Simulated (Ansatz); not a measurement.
A computed series for MgSe: response to strain

The parent structure is MgSe in the rock salt structure (space group Fm-3m, No. 225).

MgSe is taken in the cubic space group Fm-3m (No. 225), the rock salt structure, Pearson symbol cF8. Lattice parameters: a = b = c = 5.472 Å, α = β = γ = 90.00°. Mg on 4a has 6 Se at 2.736 Å (octahedral). Se on 4b is coordinated by 6 Mg at 2.736 Å (octahedral). (Neighbours: up to the widest gap in distance over summed covalent radii, below 1.35, at either atom; cation-cation and far metal-metal contacts left out.)
(The calculation used a cell of 2 atoms; values per cell refer to that cell.)

Strains are applied to the cell and any free atomic positions relax.

Computed with r2SCAN in Ansatz (plane waves to 500 eV, PAW, without spin-orbit coupling).

Notes on the quantities. energy relative to the base: free energy F; hole mass: degenerate bands, along [100].

```json
[
 {"case": "base", "energy relative to the base": "0 meV/atom", "electron mass": "0.48 mₑ along k, 0.25 mₑ across (at X)", "hole mass": "0.20, 0.79, 0.79 mₑ (at Γ)"},
 {"case": "isotropic strain +0.50 %", "energy relative to the base": "+1.0 meV/atom", "electron mass": "0.48 mₑ along k, 0.25 mₑ across (at X)", "hole mass": "0.20, 0.81, 0.81 mₑ (at Γ)"},
 {"case": "isotropic strain +1.00 %", "energy relative to the base": "+3.7 meV/atom", "electron mass": "0.48 mₑ along k, 0.25 mₑ across (at X)", "hole mass": "0.20, 0.82, 0.82 mₑ (at Γ)"},
 {"case": "isotropic strain +1.50 %", "energy relative to the base": "+8.2 meV/atom", "electron mass": "0.48 mₑ along k, 0.25 mₑ across (at X)", "hole mass": "0.19, 0.84, 0.84 mₑ (at Γ)"},
 {"case": "isotropic strain +2.00 %", "energy relative to the base": "+14 meV/atom", "electron mass": "0.47 mₑ along k, 0.25 mₑ across (at X)", "hole mass": "0.19, 0.85, 0.85 mₑ (at Γ)"},
 {"case": "isotropic strain +2.50 %", "energy relative to the base": "+22 meV/atom", "electron mass": "0.47 mₑ along k, 0.25 mₑ across (at X)", "hole mass": "0.19, 0.86, 0.86 mₑ (at Γ)"},
 {"case": "isotropic strain +3.00 %", "energy relative to the base": "+31 meV/atom", "electron mass": "0.47 mₑ along k, 0.25 mₑ across (at X)", "hole mass": "0.19, 0.88, 0.88 mₑ (at Γ)"}
]
```

Masses are band curvatures over ±0.01 Å⁻¹ around the edge. Along k means along the line from Γ to the band edge. No phonon test of stability was made.

Ansatz is an electronic-structure program.
